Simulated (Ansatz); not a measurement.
# Ca in the fcc (Cu type) structure (space group Fm-3m, No. 225)

```yaml
crystal:
  lattice:
    - [0.00000, 2.76325, 2.76325]
    - [2.76325, 0.00000, 2.76325]
    - [2.76325, 2.76325, 0.00000]
  atoms:
    - { symbol: Ca, position: [0.00000, 0.00000, 0.00000] }
```

Computed with PBE (Ansatz, a quantum-chemistry and plane-wave program; PAW; 420 eV plane waves; without spin-orbit coupling). Γ-centred 15×15×15 mesh, Fermi–Dirac width 0.05 eV.

| Item | Result |
|---|---|
| Volume per atom | 42.20 Å³ |
| Density | 1.58 g/cm³ |
| Band gap | zero |
| Total energy | -1816.860 eV/atom (σ→0; compares only within this code and set-up) |

No phonon test of stability was made.
